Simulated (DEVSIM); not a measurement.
Device: Pd/SiO2/n-Ge capacitor, at 250 K.

```
layer (left to right)  material  thickness (nm)  Nd (cm⁻³)
---------------------  --------  --------------  ---------
1                          SiO2            4.70          -
2                            Ge             930     4.1e17
```

Metal gate on the left, work function 5.2 eV. Fixed charge at the semiconductor interface 1.2e11 cm⁻² (in units of +e); no interface traps.

This is a model device: material constants are rounded textbook-type values typed into the input, and sizes, dopings and lifetimes were drawn at random. Values at 300 K; Nc and Nv go as T^1.5, mobilities as T to minus their exponent, the gap by Varshni's rule with the affinity fixed.

| parameter | SiO2 | Ge |
|---|---|---|
| gap (eV) | 9 | 0.664 |
| affinity (eV) | 0.9 | 4 |
| permittivity | 3.9 | 16 |
| Nc (cm⁻³) | - | 1.04e19 |
| Nv (cm⁻³) | - | 6e18 |
| Varshni α (eV/K) | - | 0.000477 |
| Varshni β (K) | - | 235 |

DEVSIM, 1D Poisson equation in equilibrium, Boltzmann statistics, complete ionisation; no quantum confinement or tunnelling. Metal contacts follow the ideal Schottky-Mott rule: no Fermi-level pinning, no interface dipoles.

The temperature was swept, all else fixed.

| temperature (K) | threshold voltage (band bending 2φF) (V) | flat-band voltage (V) | minimum of the low-frequency capacitance (μF/cm²) |
|---|---|---|---|
| 250 | 0.10 | 1.11 | 0.226 |
| 300 | 0.16 | 1.09 | 0.239 |
| 350 | … | 1.07 | … |
| 400 | 0.29 | 1.05 | 0.282 |
| 450 | 0.36 | 1.02 | 0.307 |
| 500 | 0.44 | 1.00 | 0.344 |

### Question
Complete the blanks.

### Answer

- 350, threshold voltage (band bending 2φF) (V): 0.22
- 350, minimum of the low-frequency capacitance (μF/cm²): 0.257
